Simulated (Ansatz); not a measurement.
## Convergence study of the k-point mesh at a smearing width of 0.02 eV for Ti2O (P3m1, 3 atoms in the cell)

```xyz
3
Lattice="2.9452 0.0000 0.0000 -1.4726 2.5506 0.0000 0.0000 0.0000 4.8079" Properties=species:S:1:pos:R:3 pbc="T T T"
Ti     0.0000     1.7004     3.5600
Ti     1.4726     0.8502     1.2979
O      0.0000     0.0000     0.0000
```

Level of theory: LDA (PW92), default PAW files made with PBE (plane waves; Ansatz, an electronic-structure program).

Base settings: basis.ecutwfc = 420 eV; kpoints.mp_grid.grid = 13 13 7; hamiltonian.xc = lda; hamiltonian.pseudopotentials = {kind: paw} (the program's default PAW files); scf.occupations.method = fermi_dirac; scf.occupations.width = 0.1 eV.

In this ladder: scf.occupations.width = 0.02 eV.

Only quantities that move along the ladder and can be compared are tabulated.

The count of work is k-points × plane waves × bands × iterations; it is no time. 

The starting cell comes from a database of computed structures (which also holds hypothetical and non-ambient phases and stackings), without a prior relaxation at this level. Its lattice was rescaled by up to half a per cent. One atom was moved a little off its site on purpose. Spin polarisation is off, so a magnetic state, if there is one, cannot be reached. In the base run, with a pressure of about -8 GPa the cell is away from its equilibrium volume at this level. Ansatz's pressure includes its estimate of the finite-basis (Pulay) stress.

```tsv
kpoints.mp_grid.grid	free energy less the last step's (meV/atom)	pressure (GPa)	largest difference of a force vector from the last step's (eV/Å)	count of work / last
5 5 3	1.72	-8.39	0.044	0.0089
6 6 3	6.13	-8.35	0.098	0.013
7 7 4	-0.14	-8.40	0.016	0.021
8 8 4	0.29	-8.36	0.017	0.026
10 10 5	-1.53	-8.46	0.002	0.043
12 12 6	-0.21	-8.44	0.021	0.074
14 14 8	-0.03	-8.41	0.008	0.12
17 17 9	-0.03	-8.43	0.002	0.19
21 21 11	-0.01	-8.43	0.004	0.35
25 25 13	-0.02	-8.43	0.001	0.57
30 30 16	0.00	-8.43	0.000	1.0
```

Coarsest kpoints.mp_grid.grid that holds the forces within 0.005 eV/Å of the last step, with all finer ones: 17 17 9, at 0.19 of the last step's count of work; the step before is off by 0.008 eV/Å.

Coarsest kpoints.mp_grid.grid that holds the pressure within 0.05 GPa of the last step, with all finer ones: 10 10 5, at 0.043 of the last step's count of work; the step before is off by 0.07 GPa.

Coarsest kpoints.mp_grid.grid that holds the free energy within 2 meV/atom of the last step, with all finer ones: 7 7 4, at 0.021 of the last step's count of work; the step before is off by 6.1 meV/atom.

Keys are those of Ansatz 0.2.
